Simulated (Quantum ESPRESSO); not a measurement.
A self-consistent single point of Mg2As (Immm, 6 atoms in the cell) with Quantum ESPRESSO.

Method: PBEsol, SSSP 1.1.2 efficiency (PBE) pseudopotentials (plane waves; Quantum ESPRESSO 7.5).

```
CELL_PARAMETERS angstrom
      1.95945     2.86631     6.08573
     -1.95945     2.86631     6.08573
     -1.95945    -2.86631     6.08573
ATOMIC_POSITIONS crystal
  Mg 0.80277 0.00000 0.80277
  Mg 0.19723 0.00000 0.19723
  Mg 0.50000 0.75504 0.74496
  Mg 0.50000 0.24496 0.25504
  As 0.14400 0.50000 0.64400
  As 0.85600 0.50000 0.35600
```

Reference input (self-consistent single point, DFT, PBEsol, plane waves, SSSP 1.1.2 efficiency (PBE) pseudopotentials): ecutwfc = 35 Ry; ecutrho = 280 Ry; occupations = smearing; smearing = methfessel-paxton; degauss = 0.019992 Ry; input_dft = pbesol; potentials = {Mg: Mg.pbe-n-kjpaw_psl.0.3.0.UPF, As: As.pbe-n-rrkjus_psl.0.2.UPF}; K_POINTS = automatic 5 5 5 0 0 0; conv_thr = 1e-10 Ry; mixing_beta = 0.3. This run's input differs from it in these lines:

```diff
@@ -19,3 +19,3 @@
   smearing = 'methfessel-paxton'
-  degauss = 0.019992
+  degauss = 0.002205
   input_dft = 'pbesol'
```

Output (repeated stretches shortened):

```
     Self-consistent Calculation

     iteration #  1     ecut=    35.00 Ry     beta= 0.30

     total energy              =    -167.34523807 Ry
     estimated scf accuracy    <       0.28143534 Ry

     iteration #  2     ecut=    35.00 Ry     beta= 0.30

     total energy              =    -167.38024564 Ry
     estimated scf accuracy    <       0.02454023 Ry

     iteration #  3     ecut=    35.00 Ry     beta= 0.30

     total energy              =    -167.38099129 Ry
     estimated scf accuracy    <       0.00787222 Ry

   [... 7 blocks of this kind left out ...]

     iteration # 11     ecut=    35.00 Ry     beta= 0.30

     total energy              =    -167.38197210 Ry
     estimated scf accuracy    <          1.8E-09 Ry

     iteration # 12     ecut=    35.00 Ry     beta= 0.30
     End of self-consistent calculation

     the Fermi energy is     4.4034 ev

!    total energy              =    -167.38197210 Ry
     estimated scf accuracy    <          8.9E-11 Ry
     smearing contrib. (-TS)   =       0.00001896 Ry
     internal energy E=F+TS    =    -167.38199107 Ry

     convergence has been achieved in  12 iterations

     Forces acting on atoms (cartesian axes, Ry/au):

     atom    1 type  1   force =     0.00000000    0.00000000   -0.00575785
     atom    2 type  1   force =     0.00000000    0.00000000    0.00575785
     atom    3 type  1   force =     0.00000000    0.00030956   -0.00000000
     atom    4 type  1   force =     0.00000000   -0.00030956    0.00000000
     atom    5 type  2   force =     0.00000000    0.00000000    0.00062274
     atom    6 type  2   force =     0.00000000    0.00000000   -0.00062274

     Total force =     0.008202     Total SCF correction =     0.000002

          total   stress  (Ry/bohr**3)                   (kbar)     P=      -42.97
  -0.00029701   0.00000000  -0.00000000          -43.69        0.00       -0.00
  -0.00000000  -0.00028208  -0.00000000           -0.00      -41.50       -0.00
   0.00000000  -0.00000000  -0.00029716            0.00       -0.00      -43.71

   JOB DONE.
```

The run converged in 12 iterations. Against the reference run the free energy is nearly the same (within 1 meV/atom), the pressure moves little (-4.31 to -4.30 GPa) and the largest force goes from 0.157 to 0.148 eV/Å.

The starting cell comes from a database of computed structures (which also holds hypothetical and non-ambient phases and stackings), without a prior relaxation at this level. Its lattice was rescaled by a random factor within 2.5 % of one. With a pressure of about -4 GPa the cell is away from its equilibrium volume at this level. The run gives no clean gap (levels at the Fermi energy touch, overlap or are partly filled at this smearing), which alone does not show that the compound is a metal.

Cost on one core of a shared machine: roughly 50 s.
